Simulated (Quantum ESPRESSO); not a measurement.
Worked example: self-consistent single point of Fe3Rh (Fm-3m, 4 atoms in the cell) in Quantum ESPRESSO.

Method of the run: PBEsol, GBRV 1.5 ultrasoft (PBESOL) pseudopotentials (plane waves; Quantum ESPRESSO 7.5).

The change in words: lattice scaled by 0.98. Reference geometry:
```
CELL_PARAMETERS angstrom
      0.00000     2.95649     2.95649
      2.95649     0.00000     2.95649
      2.95649     2.95649     0.00000
ATOMIC_POSITIONS crystal
  Fe 0.75000 0.75000 0.75000
  Fe 0.25000 0.25000 0.25000
  Fe 0.00000 0.00000 0.00000
  Rh 0.50000 0.50000 0.50000
```
Moments meant for the start (each program seeds them in its own way; μB, in the order of the atoms Fe Fe Fe Rh): 4.0 4.0 4.0 1.0.

Reference input (self-consistent single point, DFT, PBEsol, plane waves, GBRV 1.5 ultrasoft (PBESOL) pseudopotentials): ecutwfc = 50 Ry; ecutrho = 400 Ry; occupations = smearing; smearing = gauss; degauss = 0.019992 Ry; nspin = 2; potentials = {Fe: fe_pbesol_v1.5.uspp.F.UPF, Rh: rh_pbesol_v1.4.uspp.F.UPF}; K_POINTS = automatic 8 8 8 0 0 0; conv_thr = 1e-10 Ry; mixing_beta = 0.3. This run's input differs from it in these lines:

```diff
@@ -28,5 +28,5 @@
 CELL_PARAMETERS {angstrom}
-   0.0000000000     2.9564860000     2.9564860000
-   2.9564860000     0.0000000000     2.9564860000
-   2.9564860000     2.9564860000     0.0000000000
+   0.0000000000     2.8973560000     2.8973560000
+   2.8973560000     0.0000000000     2.8973560000
+   2.8973560000     2.8973560000     0.0000000000
 ATOMIC_POSITIONS {crystal}
```

Output, abridged:

```
     Self-consistent Calculation

     iteration #  1     ecut=    50.00 Ry     beta= 0.30

     negative rho (up, down):  3.053E-02 2.879E-02

     total energy              =    -920.78071113 Ry
     estimated scf accuracy    <       6.00492341 Ry

     total magnetization       =     8.41 Bohr mag/cell
     absolute magnetization    =     8.46 Bohr mag/cell

     iteration #  2     ecut=    50.00 Ry     beta= 0.30

     negative rho (up, down):  2.962E-02 2.903E-02

     total energy              =    -921.26648549 Ry
     estimated scf accuracy    <       1.41865668 Ry

     total magnetization       =     9.43 Bohr mag/cell
   [... lines left out ...]

     total energy              =    -921.75424202 Ry
     estimated scf accuracy    <          7.9E-10 Ry

     total magnetization       =     9.05 Bohr mag/cell
     absolute magnetization    =     9.36 Bohr mag/cell

     iteration # 19     ecut=    50.00 Ry     beta= 0.30

     negative rho (up, down):  2.660E-02 3.113E-02

     Magnetic moment per site  (integrated on atomic sphere of radius R)
     atom   1 (R=0.253)  charge= 14.4646  magn=  2.8449
     atom   2 (R=0.253)  charge= 14.4646  magn=  2.8449
     atom   3 (R=0.253)  charge= 14.4803  magn=  2.5571
     atom   4 (R=0.253)  charge= 12.7068  magn=  0.8770
     End of self-consistent calculation

     the Fermi energy is    18.8749 ev

!    total energy              =    -921.75424202 Ry
     estimated scf accuracy    <          2.0E-11 Ry
     smearing contrib. (-TS)   =      -0.00689730 Ry
     internal energy E=F+TS    =    -921.74734472 Ry

     total magnetization       =     9.05 Bohr mag/cell
     absolute magnetization    =     9.36 Bohr mag/cell

     convergence has been achieved in  19 iterations

     negative rho (up, down):  2.660E-02 3.113E-02

     Forces acting on atoms (cartesian axes, Ry/au):

     atom    1 type  1   force =    -0.00000000    0.00000000    0.00000000
   [... zero for the other atoms too ...]

     Total force =     0.000000     Total SCF correction =     0.000000

     negative rho (up, down):  2.660E-02 3.113E-02
          total   stress  (Ry/bohr**3)                   (kbar)     P=        1.38
   0.00000938   0.00000000   0.00000000            1.38        0.00        0.00
   0.00000000   0.00000938   0.00000000            0.00        1.38        0.00
   0.00000000   0.00000000   0.00000938            0.00        0.00        1.38

   JOB DONE.
```

The run converged in 19 iterations. Against the reference run the free energy goes down by 26.2 meV/atom, the pressure goes from -10.94 to 0.14 GPa and the size of the net moment goes from 2.33 to 2.26 μB/atom.

The starting cell comes from a database of computed structures (which also holds hypothetical and non-ambient phases and stackings), without a prior relaxation at this level. Its lattice was rescaled by a random factor within 2.5 % of one. For this run, on top of that: lattice scaled by 0.98. The magnetic order is the one reached from the typed start; others were not searched systematically.

Cost on one core of a shared machine: roughly 2 min.
